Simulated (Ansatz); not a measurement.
Response to strain in hypothetical CsCl type TiS

Start from TiS in the CsCl type structure (space group Pm-3m, No. 221; a = 3.054 Å; a hypothetical phase, not in the database extracts checked; relaxed with 0.1 eV smearing). Axes: x, y, z lie along the cube axes.

Strains are applied to the cell and any free atomic positions relax; under biaxial strain the out-of-plane vector relaxes too.

Method: PBE, PAW, 420 eV (Ansatz, a quantum-chemistry and plane-wave program; scalar-relativistic without spin-orbit coupling).

Candidates:
(a) isotropic strain −4.98 %
(b) biaxial strain −1.52 %, plane normal [001], relaxed out of plane
(c) strain tensor (xx, yy, zz, yz, xz, xy) = (+0.20, +0.15, −0.10, −0.34, −1.08, −0.93) %

Notes on the quantities. energy relative to the base: free energy F.

Task: Order them by energy relative to the base, highest first.

Result: (a) isotropic strain −4.98 % (+163 meV/atom), (b) biaxial strain −1.52 %, plane normal [001], relaxed out of plane (+8.1 meV/atom), (c) strain tensor (xx, yy, zz, yz, xz, xy) = (+0.20, +0.15, −0.10, −0.34, −1.08, −0.93) % (+3.3 meV/atom)

No phonon test of stability was made. All final runs are without spin polarisation.
